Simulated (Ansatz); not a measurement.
Start from GaN in the zinc blende structure (space group F-43m, No. 216).

```yaml
crystal:
  lattice:
    - [0.00000, 2.24914, 2.24914]
    - [2.24914, 0.00000, 2.24914]
    - [2.24914, 2.24914, 0.00000]
  atoms:
    - { symbol: N, position: [0.75000, 0.75000, 0.75000] }
    - { symbol: Ga, position: [0.00000, 0.00000, 0.00000] }
```

All numbers come from PBEsol in Ansatz (plane waves to 420 eV, PAW, no spin-orbit coupling), earlier PAW set.

Carriers are added at fixed cell with a uniform background; the Fermi–Dirac width is that of 300 K.

One change was made to it. Results:

```csv
quantity,base,after
gap between the host's bands,1.70 eV,1.72 eV
Fermi level relative to the doped band's edge (positive inside the band; to 0.05 eV),–,+0.10 eV
gap character,direct at Γ,direct at Γ
```

Question: Which of these changes matches the shifts?
A. electrons 1.0×10^21 cm⁻³
B. electrons 5.0×10^20 cm⁻³
C. electrons 7.0×10^20 cm⁻³
D. holes 7.0×10^20 cm⁻³

Answer: D, holes 7.0×10^20 cm⁻³. For comparison, the Fermi level from band edge in the other runs: electrons 1.0×10^21 cm⁻³ gives +1.25 eV; electrons 7.0×10^20 cm⁻³ gives +1.10 eV; electrons 5.0×10^20 cm⁻³ gives +0.90 eV.

Carriers are added with a uniform compensating background; total energy and stress of such cells depend on the potential's zero and are not compared; many-body gap narrowing is missing at this level. Stability against distortions was not tested. This is not the structure that GaN has at room temperature and ambient pressure.

Ansatz is an electronic-structure program.
